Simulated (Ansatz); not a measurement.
Take GaAs in the zinc blende structure (space group F-43m, No. 216; a = 5.6656 Å) as the base. Axes: x, y, z lie along the cube axes.

Now apply this change: uniaxial stress, 3 GPa compression along x; all other stress components relax to zero.

Levels (all Ansatz, a quantum-chemistry and plane-wave program, PAW, earlier PAW set): r2SCAN (500 eV, no SOC); HSE06 (420 eV, no SOC); HSE06+SOC (420 eV, noncollinear with spin-orbit coupling).

One geometry, relaxed with r2SCAN, under each level:

The valence-band top lists the three highest levels at Γ (Kramers pairs under SOC), from the VBM.

```csv
level,band gap,lowest conduction level above the VBM at special points,valence-band top at Γ
r2SCAN,0.88 eV,Γ 0.88 eV; N 1.18 eV; M 1.37 eV,"0.00, -0.27, -0.27 eV"
HSE06,1.28 eV,Γ 1.28 eV; N 1.56 eV; M 1.66 eV,–
HSE06+SOC,1.22 eV,Γ 1.22 eV; N 1.50 eV; M 1.60 eV,"0.00, -0.22, -0.53 eV"
```

Single points use the geometry relaxed with r2SCAN. Differences between runs with and without spin-orbit coupling are approximate. Load acts through the strain it causes; cell and atoms are relaxed under it. Beyond what the load breaks, stability against distortions was not tested. k-point labels follow each cell's own Brillouin zone.
